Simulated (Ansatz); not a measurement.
A calculation on CsCl-type TiCo returned lattice constant a 2.898 Å, bulk modulus 211 GPa.

For reference: lattice constant a 2.995 Å (measured, room temperature, not corrected to a static lattice; as tabulated in Yamada et al. (2019), arXiv:1910.09660); bulk modulus 154 GPa (measured, room temperature, no zero-point or thermal correction; as tabulated in Yamada et al. (2019), arXiv:1910.09660).

Q: Which level of theory produced these numbers?
A. PBE-D4 (Ansatz, a quantum-chemistry and plane-wave program)
B. PBE (Ansatz)
C. BLYP (Ansatz)
D. PBEsol-D3(BJ) (Ansatz)

A: D, PBEsol-D3(BJ) (Ansatz)

The others give: PBE-D4 2.952 Å, 187 GPa; BLYP 3.004 Å, 164 GPa; PBE 2.972 Å, 179 GPa.

Unless a cell is named, each level is at its own relaxed cell (BLYP 13.55, PBE 13.12, PBE-D4 12.86, PBEsol-D3(BJ) 12.17 Å³/atom).

The crystal itself was run without spin with PBE-D4, BLYP, PBE, PBEsol-D3(BJ); a magnetic state was not tried in these runs.

Ansatz's density-functional and Hartree–Fock values are scalar-relativistic unless marked +SOC, with PAW data made under PBE.
